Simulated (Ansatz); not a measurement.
The structure below was relaxed with Ansatz (an electronic-structure program) r2SCAN, no spin-orbit coupling.

```
CELL_PARAMETERS angstrom
      5.68793     0.00000     0.00000
      0.00000     5.68793     0.00000
      0.00000     0.00000     5.68793
ATOMIC_POSITIONS crystal
  Ba 0.00000 0.00000 0.00000
  Hg 0.50000 0.50000 0.50000
  Br 0.50000 0.00000 0.50000
  Br 0.00000 0.50000 0.50000
  Br 0.50000 0.50000 0.00000
```

**Question.** Find the space group and the Wyckoff positions.

**Answer.** Space group Pm-3m (No. 221); a = b = c = 5.6879 Å, α = β = γ = 90.00°

```csv
atom,site,symmetry,x,y,z
Ba,1a,m-3m,0.0000,0.0000,0.0000
Hg,1b,m-3m,0.5000,0.5000,0.5000
Br,3c,4/mm.m,0.0000,0.5000,0.5000
```

No phonon test of stability was made. The final runs are not spin-polarised. An odd electron count without spin: BaHgBr3. The cell was made from CsHgBr3 by this change: Cs → Ba; the result is a hypothetical phase, not in the database extracts checked. Many cubic perovskites are stable only at high temperature; tilts and polar distortions were not tested.
